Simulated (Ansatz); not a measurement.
Bi$_{2}$Te$_{3}$ in the Bi2Te3 type structure (space group R-3m, No. 166)

```yaml
crystal:
  lattice:
    - [2.19727, 1.26859, 10.46143]
    - [-2.19727, 1.26859, 10.46143]
    - [0.00000, -2.53719, 10.46143]
  atoms:
    - { symbol: Bi, position: [0.39834, 0.39834, 0.39834] }
    - { symbol: Bi, position: [0.60166, 0.60166, 0.60166] }
    - { symbol: Te, position: [0.00000, 0.00000, 0.00000] }
    - { symbol: Te, position: [0.21376, 0.21376, 0.21376] }
    - { symbol: Te, position: [0.78624, 0.78624, 0.78624] }
```

Calculations: Ansatz (a program for electronic structure), r2SCAN+rVV10, PAW, cutoff 500 eV, no spin-orbit coupling. k-mesh 9×9×9 (Γ-centred); smearing 0.05 eV (Fermi–Dirac).

| Item | Value |
|---|---|
| Volume per atom | 34.99 Å³ |
| Density | 7.60 g/cm³ |
| Band gap | 0.68 eV, direct at Γ |
| Electron mass | 0.43 mₑ along c, 0.090 mₑ across |
| Hole mass | 0.43 mₑ along c, 0.12 mₑ across |
| Total energy | -9159.053 eV/atom (σ→0; compares only within this code and set-up) |

With Bi and Te present, leaving out spin-orbit coupling can change the band edges. Masses are band curvatures over ±0.01 Å⁻¹ around the edge. No phonon test of stability was made.
